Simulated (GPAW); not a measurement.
Band structure of NaMg₆Si (Amm2, 8 atoms in the cell).

```xyz
8
Lattice="5.0192 0.0000 0.0000 0.0000 3.1693 5.5577 0.0000 -3.1693 5.5577" Properties=species:S:1:pos:R:3 pbc="T T T"
Na     2.5096     0.0000     7.4131
Mg     2.5096     1.5943     4.6298
Mg     2.5096    -1.5943     4.6298
Mg     0.0000     1.6186     6.4967
Mg     0.0000    -1.6186     6.4967
Mg     0.0000     0.0000     3.6855
Mg     0.0000     0.0000     9.2807
Si     2.5096     0.0000     1.8294
```

Computed with PBEsol, GPAW PAW datasets PBEsol (made by gpaw-setup) (plane waves; GPAW).

Settings: mode = pw; ecut = 850 eV; xc = PBEsol; kpts = 4 3 3; mesh shift (steps) = 0 0 0; occupations.name = methfessel-paxton; occupations.width = 0.136 eV; occupations.order = 0; nbands = -12; convergence.forces = 0.001 eV/Å; symmetry.symmorphic = false; symmetry.tolerance = 0.0005; maxiter = 150; bandpath_npoints = 40.

The starting cell comes from a database of computed structures (which also holds hypothetical and non-ambient phases and stackings), without a prior relaxation at this level.

Levels in eV from the Fermi level, bands 32 to 39:
| point | 32 | 33 | 34 | 35 | 36 | 37 | 38 | 39 |
|---|---|---|---|---|---|---|---|---|
| Γ | -2.07 | -1.95 | -1.71 | -1.57 | -0.61 | 1.26 | 2.42 | 2.76 |
| X | -1.41 | -1.12 | -0.94 | 0.10 | 0.12 | 0.63 | 0.72 | 0.87 |
| S | -1.52 | -0.93 | -0.27 | 0.14 | 0.38 | 1.04 | 1.18 | 1.38 |
| R | -2.38 | -2.21 | -2.20 | -1.71 | 0.93 | 2.03 | 2.20 | 2.49 |
| A | -3.53 | -3.23 | -0.26 | 0.06 | 0.11 | 0.79 | 1.14 | 1.76 |
| Z | -1.80 | -1.62 | -1.01 | -0.75 | -0.36 | -0.29 | -0.23 | -0.23 |
| Y | -1.41 | -0.98 | -0.45 | -0.29 | 0.41 | 1.11 | 1.21 | 1.38 |
| X1 | -1.41 | -1.12 | -0.94 | 0.10 | 0.12 | 0.63 | 0.72 | 0.87 |
| A1 | -3.53 | -3.23 | -0.26 | 0.06 | 0.11 | 0.79 | 1.14 | 1.76 |
| T | -2.21 | -1.87 | -1.83 | -1.38 | 1.00 | 1.93 | 2.03 | 2.35 |

Bands cross the Fermi level along this path, so the cell is metallic at this level.
